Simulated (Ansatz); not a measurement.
An Ansatz (an electronic-structure program) run: a single point on SrTiO3 with a change (pressure 50 GPa), its geometry relaxed with PBEsol; r2SCAN (Ansatz, PAW, no SOC).

Input:

Ansatz 0.2 input:
```yaml
crystal:
  lattice:
    - [3.6630384698, 0, 0]
    - [0, 3.6630384698, 0]
    - [0, 0, 3.6630384698]
  atoms:
    - { symbol: Sr, position: [0, 0, 0] }
    - { symbol: Ti, position: [0.5, 0.5, 0.5] }
    - { symbol: O, position: [0, 0.5, 0.5] }
    - { symbol: O, position: [0.5, 0.5, 0] }
    - { symbol: O, position: [0.5, 0, 0.5] }
basis: { ecutwfc: 500, ecutrho_ratio: 4, xc_grid: 4, fft_grid_basis: typed }
kpoints: { mp_grid: { grid: [9, 9, 9] } }
hamiltonian:
  xc: r2scan
  dispersion: none
  pseudopotentials: { kind: paw }
scf: { occupations: { method: fermi_dirac, width: 0.05 }, convergence: { dr2_threshold: 0.0000000005 } }
output: { forces: true, stress: true }
checkpoint: { write: state.ck, write_every: 1000 }
```

Output:

```
WARN ansatz: RAYON_NUM_THREADS=2 ignored (pool sized by the plan → 2); use --threads N
Pseudopotentials: kind: paw
Pseudopotential: Sr, paw, valence charge 10
Pseudopotential: Ti, paw, valence charge 12
Pseudopotential: O, paw, valence charge 6
Functional definition: r2SCAN
Crystal: 5 atoms, lattice volume = 49.150 Å³
Basis set: ecut = 500 eV, 1237 PW (Γ), exchange–correlation on 108×108×108 points (64 copies of the dense FFT grid, shifted against one another)
Bands: 25, of which v1, the nominal top of the filled ones, is band 20 counted from 1 (19 counted from 0)
Symmetry: 48 space group operations
Space group: Pm-3m (ITA 221), of the structure as read, at distance tolerance 3.7e-5 Å
k-points: 35 of 729
PAW frozen core: Sr, regenerated for the run's functional
PAW frozen core: Ti, regenerated for the run's functional
PAW frozen core: O, regenerated for the run's functional
Initial density: superposition of atomic densities (neutral atoms: chi_scale 0, normalization atom), corrected by the library's trained network
Initial wavefunctions: pseudopotential atomic-orbital guess
Eigensolver: davidson
Functional: x = r2scan, c = r2scan; τ floored in thin density (d = 2e-4 eV/Å³)
SCF iter   1: F=—  HF=-7773.003320 eV  |F-HF|=—  |Δ(HF+E_count)|=         —  Δρ=2.09e-2  dr2=2.26e-1  dr2_τ=4.08e-1  ethr=1.77e-3  ⟨swp⟩=6.7  Hψ=4587  notcnv=0
all-band conjugate gradients solve this SCF's bands
preconditioner: auto → Resta (q_TF=auto, 2.636 Å⁻¹)
SCF iter   2: F=—  HF=-7773.188398 eV  |F-HF|=—  |Δ(HF+E_count)|=   1.85e-1  Δρ=7.19e-3  dr2=8.78e-3  dr2_τ=8.06e-3  ethr=5.66e-4  ⟨swp⟩=3.0  Hψ=1947  notcnv=0  defer=35
SCF iter   3: F=—  HF=-7773.189129 eV  |F-HF|=—  |Δ(HF+E_count)|=   7.31e-4  Δρ=3.71e-3  dr2=3.25e-3  dr2_τ=3.70e-4  ethr=2.20e-5  ⟨swp⟩=2.7  Hψ=1513  notcnv=0  defer=35
SCF iter   4: F=—  HF=-7773.189053 eV  |F-HF|=—  |Δ(HF+E_count)|=   7.58e-5  Δρ=1.14e-3  dr2=2.38e-4  dr2_τ=4.35e-5  ethr=8.14e-6  ⟨swp⟩=2.1  Hψ=1359  notcnv=0  defer=35
SCF iter   5: F=—  HF=-7773.189041 eV  |F-HF|=—  |Δ(HF+E_count)|=   1.24e-5  Δρ=2.24e-4  dr2=1.25e-5  dr2_τ=1.54e-6  ethr=5.96e-7  ⟨swp⟩=3.0  Hψ=1612  notcnv=0  defer=35
SCF iter   6: F=—  HF=-7773.189044 eV  |F-HF|=—  |Δ(HF+E_count)|=   3.25e-6  Δρ=2.54e-5  dr2=2.91e-7  dr2_τ=7.29e-8  ethr=3.13e-8  ⟨swp⟩=2.0  Hψ=1343  notcnv=0  defer=35
SCF iter   7: F=—  HF=-7773.189045 eV  |F-HF|=—  |Δ(HF+E_count)|=   1.12e-6  Δρ=6.26e-6  dr2=1.16e-8  dr2_τ=3.16e-9  ethr=7.27e-10  ⟨swp⟩=2.1  Hψ=1401  notcnv=0  defer=35
SCF iter   8: F=-7773.189045 eV  HF=-7773.189045 eV  |F-HF|=2.27e-11  |Δ(HF+E_count)|=   7.52e-9  Δρ=1.01e-6  dr2=3.54e-10  dr2_τ=3.90e-11  ethr=1.25e-12  ⟨swp⟩=4.2  Hψ=4255  notcnv=0
SCF 1 converged in 8 iterations: F = -7773.189045 eV  dr2 = 3.54e-10
SCF converged after 8 iterations
Free energy (F): -7773.189045 eV
Harris-Foulkes:  -7773.189045 eV  (|F-HF|=2.27e-11)
Internal energy: -7773.189045 eV  (E = F + TS)
E sigma→0 (E₀):  -7773.189045 eV
Fermi energy:    13.949486 eV
--- Per-component energies (eV) ---
  E_band       = -122.231647
  E_kinetic    = 1079.186988
  E_local      = -2139.101909  (includes V_loc(G=0)·N_el)
  E_nonlocal   = 347.322613
  E_hartree    = 763.861884
  E_xc         = -488.207260
  E_vxc        = -643.183470  (∫ρ·V_xc dr)
  E_paw        = -4253.472678  (= ΣΔE_a)
  E_vpaw       = -333.039048  (= ΣTr[D̂ρ^β])
  E_aug_tail   = 0.003469  (compensation charges beyond the density's cutoff)
  E_vtau       = 38.855985  (kinetic-family band-sum trace: ∫τ·v_τ [+ j·A + Jᵃ·Aᵃ] dr)
  E_ewald      = -3082.286835
  E_core_change = -0.495316  (= ΣΔE_core)
  E_smearing   = -0.000000  (= −TS)
  E_closure    = -0.000000  (closes the sum)
  Σ components = -7773.189045   (vs F -7773.189045, Δ=0.00e0)
  [band-id]    e_kinetic+e_local+e_nonlocal+2·e_hartree+e_vxc+e_vpaw+e_augmentation_tail+e_vtau = -122.231604   (vs E_band -122.231647, Δ=4.28e-5)
--- Forces (eV/Å), atoms counted from 1 ---
  atom   1  Sr    -0.00000000    -0.00000000     0.00000000
  atom   2  Ti     0.00000000    -0.00000000     0.00000000
  atom   3  O      0.00000000     0.00000000    -0.00000000
  atom   4  O      0.00000000    -0.00000000     0.00000000
  atom   5  O      0.00000000    -0.00000000    -0.00000000
  max |Σ_I F_I| component: 3.89e-29 eV/Å
--- Stress (GPa, compression-positive) ---
       55.652908      -0.000000       0.000000
        0.000000      55.652908      -0.000000
        0.000000      -0.000000      55.652908
  P = ⅓ Tr σ = 55.6529 GPa (556.529 kbar)
  The stress holds the Pulay correction. Without it, at fixed plane waves, as pw.x and ABINIT print it: P = 55.5296 GPa
  The stress includes an estimate of the error left by incomplete SCF convergence (largest component 0.0000 GPa).
--- Band table ---
  band table: none
```

Single points use the geometry relaxed with PBEsol. Load acts through the strain it causes; cell and atoms are relaxed under it. Stability against distortions was not tested. No other phases were tried under pressure. The final runs are not spin-polarised. The cell was made from SrTiO₃ in the cubic perovskite structure (space group Pm-3m, No. 221) by this change: pressure 50 GPa. Many cubic perovskites are stable only at high temperature; tilts and polar distortions were not tested.
